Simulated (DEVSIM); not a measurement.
System: Au/Al2O3/p-Si capacitor, at 300 K.

```csv
layer (left to right),material,thickness (nm),Na (cm⁻³)
1,Al2O3,10.0,-
2,Si,1700,1.1e17
```

Metal gate on the left, work function 5.1 eV. Fixed charge at the semiconductor interface 3.3e10 cm⁻² (in units of +e); no interface traps.

This is a model device: material constants are rounded textbook-type values typed into the input, and sizes, dopings and lifetimes were drawn at random. Values at 300 K.

| parameter | Al2O3 | Si |
|---|---|---|
| gap (eV) | 6.8 | 1.124 |
| affinity (eV) | 1.35 | 4.05 |
| permittivity | 9 | 11.7 |
| Nc (cm⁻³) | - | 2.86e19 |
| Nv (cm⁻³) | - | 3.1e19 |

DEVSIM, 1D Poisson equation in equilibrium, Boltzmann statistics, complete ionisation; no quantum confinement or tunnelling. Metal contacts follow the ideal Schottky-Mott rule: no Fermi-level pinning, no interface dipoles.

The interface trap density was swept, all else fixed.

```tsv
interface trap density (cm^-2 eV^-1)	threshold voltage (band bending 2φF) (V)	flat-band voltage (V)	minimum of the low-frequency capacitance (μF/cm²)
0	1.12	0.07	0.101
1e10	1.12	0.06	0.102
1e11	1.12	0.05	0.113
3e11	1.13	0.03	(withheld)
1e12	1.16	-0.06	0.205
2e12	1.20	-0.19	0.282
```

Question: Complete the blanks.

Answer: 
- 3e11, minimum of the low-frequency capacitance (μF/cm²): 0.136
